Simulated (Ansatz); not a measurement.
Worked example: self-consistent single point of TaAs (I4_1md, 4 atoms in the cell) in Ansatz (a first-principles code)

Level of theory: PBE (plane waves, PAW; Ansatz).

Input as run:

Ansatz 0.2 input:
```yaml
crystal:
  lattice:
    - [-1.71320600, 1.71320600, 5.83860000]
    - [1.71320600, -1.71320600, 5.83860000]
    - [1.71320600, 1.71320600, -5.83860000]
  atoms:
    - { symbol: Ta, position: [0.49997000, 0.99997000, 0.50000000] }
    - { symbol: Ta, position: [0.74997000, 0.74997000, 0.00000000] }
    - { symbol: As, position: [0.08263000, 0.58263000, 0.50000000] }
    - { symbol: As, position: [0.33263000, 0.33263000, 0.00000000] }
basis:
  ecutwfc: 30.9 Ry
kpoints:
  mp_grid: { grid: [9, 9, 9] }
hamiltonian:
  xc: pbe
  pseudopotentials: { kind: paw }
scf:
  occupations: { method: fermi_dirac, width: 0.0073 Ry }
output:
  forces: true
  eigenvalues: true
  stress: true
```

Output (repeated stretches shortened):

```
WARN ansatz: RAYON_NUM_THREADS=1 ignored (pool sized by the plan → 1); use --threads N
basis.fft_grid_basis auto: the FFT boxes are laid along the combinations [[1, 0, 1], [0, 1, 1], [0, 0, 1]] of the cell's own vectors, 3.426, 3.426 and 6.321 Å …
Pseudopotentials: kind: paw
Pseudopotential: Ta, paw, valence charge 13
Pseudopotential: As, paw, valence charge 15
Crystal: 4 atoms, lattice volume = 68.547 Å³
Basis set: ecut = 420.4159175005146 eV, 1363 PW (Γ), FFT grids on a1+a3, a2+a3, a3, exchange–correlation on 48×48×90 points (8 copies of the dense FFT grid, shifted against one another)
Bands: 34, of which v1, the nominal top of the filled ones, is band 28 counted from 1 (27 counted from 0)
Symmetry: 8 space group operations
Space group: I41md (ITA 109), of the structure as read, at distance tolerance 4.1e-5 Å
k-points: 75 of 729 (time reversal used)
Initial density: superposition of atomic densities (neutral atoms: chi_scale 0, normalization atom), corrected by the library's trained network
Initial wavefunctions: pseudopotential atomic-orbital guess
Eigensolver: davidson
Functional: x = pbe(κ = 0.804, μ = 0.2195149727645171), c = pbe(β = 0.06672455060314922)
SCF iter   1: F=—  HF=-29578.932671 eV  |F-HF|=—  |Δ(HF+E_count)|=         —  Δρ=7.50e-3  dr2=3.38e-2  ethr=1.77e-3  ⟨swp⟩=5.2  Hψ=10014  notcnv=0
all-band conjugate gradients solve this SCF's bands
preconditioner: auto → Kerker (q_TF=auto, 2.638 Å⁻¹)
SCF iter   2: F=—  HF=-29578.929361 eV  |F-HF|=—  |Δ(HF+E_count)|=   3.31e-3  Δρ=4.17e-3  dr2=8.74e-3  ethr=6.04e-5  ⟨swp⟩=1.0  Hψ=3150  notcnv=0
SCF iter   3: F=—  HF=-29578.929366 eV  |F-HF|=—  |Δ(HF+E_count)|=   4.18e-6  Δρ=9.58e-4  dr2=5.22e-4  ethr=1.56e-5  ⟨swp⟩=3.0  Hψ=4570  notcnv=0
SCF iter   4: F=—  HF=-29578.929169 eV  |F-HF|=—  |Δ(HF+E_count)|=   1.97e-4  Δρ=3.71e-4  dr2=1.04e-4  ethr=9.33e-7  ⟨swp⟩=2.0  Hψ=4492  notcnv=0
SCF iter   5: F=—  HF=-29578.929152 eV  |F-HF|=—  |Δ(HF+E_count)|=   1.61e-5  Δρ=7.94e-5  dr2=5.81e-6  ethr=1.85e-7  ⟨swp⟩=2.0  Hψ=3081  notcnv=0
SCF iter   6: F=—  HF=-29578.929159 eV  |F-HF|=—  |Δ(HF+E_count)|=   6.70e-6  Δρ=1.68e-5  dr2=1.94e-7  ethr=1.04e-8  ⟨swp⟩=2.0  Hψ=3294  notcnv=0
SCF iter   7: F=-29578.929159 eV  HF=-29578.929159 eV  |F-HF|=3.46e-9  |Δ(HF+E_count)|=   2.47e-8  Δρ=3.59e-6  dr2=8.05e-9  ethr=1.79e-10  ⟨swp⟩=4.5  Hψ=8608  notcnv=0
SCF 1 converged in 7 iterations: F = -29578.929159 eV  dr2 = 8.05e-9
SCF converged after 7 iterations
Free energy (F): -29578.929159 eV
Harris-Foulkes:  -29578.929159 eV  (|F-HF|=3.46e-9)
Internal energy: -29578.905407 eV  (E = F + TS)
E sigma→0 (E₀):  -29578.917283 eV
Entropy (-TS):   -0.023752 eV (-5.938 meV/atom)
Fermi energy:    17.334389 eV
--- Per-component energies (eV) ---
  E_band       = -535.934368
  E_kinetic    = 945.436399
  E_local      = -4002.590853  (includes V_loc(G=0)·N_el)
  E_nonlocal   = -1310.884151
  E_hartree    = 2084.882215
  E_xc         = -599.068425
  E_vxc        = -571.886230  (∫ρ·V_xc dr)
  E_paw        = -20466.023449  (= ΣΔE_a)
  E_vpaw       = 234.226805  (= ΣTr[D̂ρ^β])
  E_aug_tail   = 0.000300  (compensation charges beyond the density's cutoff)
  E_ewald      = -6230.657443
  E_smearing   = -0.023752  (= −TS)
  E_closure    = -0.000000  (closes the sum)
  Σ components = -29578.929159   (vs F -29578.929159, Δ=0.00e0)
--- Forces (eV/Å), atoms counted from 1 ---
  atom   1  Ta     0.00000000     0.00000000     0.03016780
  atom   2  Ta    -0.00000000    -0.00000000     0.03016780
  atom   3  As     0.00000000     0.00000000    -0.03016693
  atom   4  As    -0.00000000     0.00000000    -0.03016693
  max |Σ_I F_I| component: 1.74e-6 eV/Å
--- Stress (GPa, compression-positive) ---
        5.534560       0.000000      -0.000000
        0.000000       5.534560       0.000000
       -0.000000       0.000000       4.155252
  P = ⅓ Tr σ = 5.0748 GPa (50.748 kbar)
  The stress holds the Pulay correction. Without it, at fixed plane waves, as pw.x and ABINIT print it: P = 5.0303 GPa
--- Band table (eV; the first three rows and the last of 75) ---
  k-point 0: bands = ["-50.9259", "-50.9149", "-18.4159", "-18.4159", "-18.3840", "-18.3802", "-18.3674", "-18.3660", "-18.3660", "-18.3655", "-18.3632", "-18.3538", "-17.5450", "-17.4638", "-17.4638", "-17.3377", "-17.3377", "-17.2831", "3.2470", [...]
  k-point 1: bands = ["-50.9244", "-50.9141", "-18.4213", "-18.4177", "-18.3837", "-18.3778", "-18.3766", "-18.3731", "-18.3646", "-18.3627", "-18.3564", "-18.3535", "-17.5340", "-17.4814", "-17.4773", "-17.3584", "-17.3466", "-17.2812", "3.5781", [...]
  k-point 2: bands = ["-50.9206", "-50.9123", "-18.4342", "-18.4136", "-18.3949", "-18.3941", "-18.3773", "-18.3729", "-18.3606", "-18.3604", "-18.3516", "-18.3515", "-17.5459", "-17.5133", "-17.4770", "-17.4047", "-17.3720", "-17.2804", "4.4426", [...]
  k-point 74: bands = ["-50.9200", "-50.9197", "-18.4239", "-18.4237", "-18.3776", "-18.3754", "-18.3744", "-18.3682", "-18.3646", "-18.3614", "-18.3562", "-18.3550", "-17.5048", "-17.4714", "-17.4125", "-17.4101", "-17.3418", "-17.3196", "4.3856", [...]
```

The run converged in 7 iterations.

The starting cell comes from a database of computed structures (which also holds hypothetical and non-ambient phases and stackings), without a prior relaxation at this level. Its lattice was rescaled by up to half a per cent. Spin-orbit coupling is off. Spin polarisation is off. With a pressure of about 5 GPa the cell is away from its equilibrium volume at this level. Ansatz's pressure includes its estimate of the finite-basis (Pulay) stress.
